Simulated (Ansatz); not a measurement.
# Response to strain in Cu

Consider Cu in the fcc (Cu type) structure (space group Fm-3m, No. 225; a = 3.564 Å; relaxed with 0.1 eV smearing). Axes: x, y, z lie along the cube axes.

Strains are applied to the cell and any free atomic positions relax; under biaxial strain the out-of-plane vector relaxes too.

Calculations: PBEsol (Ansatz, a first-principles code), no spin-orbit coupling.

Notes on the quantities. energy relative to the base: free energy F.

```tsv
biaxial strain, plane normal [001], relaxed out of plane (%)	energy relative to the base (meV/atom)
0	0.0
0.5	0.3
1	1.0
1.5	2.1
2	3.6
2.5	?
3	7.5
```

Fit ΔE = Aε² + Bε³ (ε in %) to the rows shown and predict the withheld row.

Least squares on the printed values gives A = 1.04 and B = -0.070 meV/atom (largest residual 0.0 meV/atom); this predicts 5.4 meV/atom, and the run gives 5.4 meV/atom, in agreement.

Stability against distortions was not tested. All final runs are without spin polarisation.
